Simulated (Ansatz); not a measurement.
**A computed series for ZnS: pressure series**

The reference is ZnS in the wurtzite structure (space group P6_3mc, No. 186; a = 3.806 Å, c = 6.245 Å).

Cell and atoms are relaxed at each pressure.

Method: r2SCAN, PAW, 500 eV (Ansatz, an electronic-structure program; without spin-orbit coupling).

| P (GPa) | V (Å³/atom) |
|---|---|
| -1.99 | 20.122 |
| -0.99 | 19.843 |
| 0.30 | 19.512 |
| 0.70 | 19.416 |
| 1.50 | 19.228 |
| 3.01 | 18.901 |
| 5.00 | 18.510 |
| 7.50 | 18.071 |
| 10.00 | 17.679 |

Question: Fit a third-order Birch–Murnaghan equation of state.

Answer: Least squares on P(V) = (3B₀/2)[(V₀/V)^(7/3) − (V₀/V)^(5/3)]·[1 + (3/4)(B₀′ − 4)((V₀/V)^(2/3) − 1)] gives V₀ = 19.59 Å³/atom, B₀ = 78 GPa and B₀′ = 4.3.

Between the base and pressure 7.5 GPa the gap moves from 2.78 eV to 3.15 eV, a mean slope of 50 meV/GPa.

Load acts through the strain it causes; cell and atoms are relaxed under it. Whether these cells are dynamically stable was not tested. Tetrahedral semiconductors of this kind turn to denser phases somewhere between about 1 and 50 GPa; those were not computed, so compressed cells here can lie past the real transition.
